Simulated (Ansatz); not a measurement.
## Amorphous Si$_{15}$B$_{15}$N$_{35}$

A CHGNet melt-quench gave the starting glass, which DFT then relaxed. N atoms were pushed apart under 1.9 Å during the dynamics, to hinder bonds among them. The hot cell started wider than the set density and was brought back towards it in steps. It is the lowest in DFT energy of 2 quenches. It is a model cell: composition and starting density were chosen by hand, and all elements were melted together. No dispersion term was used.

Methods: PBE, scalar-relativistic without spin-orbit coupling (Ansatz, a first-principles code); r2SCAN, scalar-relativistic without spin-orbit coupling (Ansatz); HSE06, scalar-relativistic without spin-orbit coupling (Ansatz). Geometry, pressure, stress and energy are those of the PBE run. Its sampling: a 2×2×2 Γ-centred mesh; Fermi-Dirac width 0.02 eV; no spin polarisation. Other functionals are single points at the zone centre (r2SCAN at 500 eV; exact exchange cut at the cell's faces), free to take moments where seeds were set. At PBE the levels at the filled edge of the gap are localised (band-tail or defect states), and the nearest spread-out levels lie 3.1 eV apart at the zone centre.

- Number of atoms in the cell: 65
- Density (held, not predicted): 2.20 g/cm^3
- Volume per atom: 12.47 Å³
- Pressure on a 2×2×2 Γ-centred mesh: 0.78 GPa
- Largest force and stress component on that mesh (the relaxation ran on the zone centre alone): 0.12 eV/Å and 0.8 GPa
- Energy relative to beta Si3N4 + bulk hexagonal BN (AA') (lowest mix at this level among the phases computed, not always the ambient ones): 43.8 kJ/mol-atom
- Level gap on a 2×2×2 Γ-centred mesh (PBE): 2.57 eV
- Level gap at the zone centre (PBE): 2.63 eV
- Level gap at the zone centre (r2SCAN): 3.08 eV
- Level gap at the zone centre (HSE06): 3.92 eV

Cut-offs for bonds: Si-Si 2.60 Å, Si-B 2.28 Å, Si-N 2.32 Å, B-B 1.97 Å, B-N 1.76 Å, N-N 1.70 Å. Two cations that share two anions don't count as bonded, nor two that share one unless they lie closer than Si-Si 2.38 Å, Si-B 2.09 Å, B-B 1.80 Å.

```
Property                                                         Result
---------------------------------  ------------------------------------
Mean coordination of Si by anions            4.13 (13 with 4, 2 with 5)
Mean coordination of B by anions                       3.00 (15 with 3)
Mean coordination of N             3.06 (1 with 2, 31 with 3, 3 with 4)
Mean Si-N bond                     1.771 Å (spread 0.096 Å, 62 counted)
Mean B-N bond                      1.469 Å (spread 0.036 Å, 45 counted)
```

Its density started from a set value of 2.20 g/cm³. The simulated quench (nominally 630 K/ps over its main leg) is rapid and tends to freeze in more defects than a deposited or slowly cooled glass has. One small periodic cell is one sample of the glass; other quenches scatter about these values. The volume was held where the preparation left it and the shape relaxed, at a PBE pressure of 0.8 GPa. Stress components on the final sampling reach 0.8 GPa. On a 2×2×2 Γ-centred mesh force components of up to 0.12 eV/Å stay, since the relaxation ran on the zone centre alone.
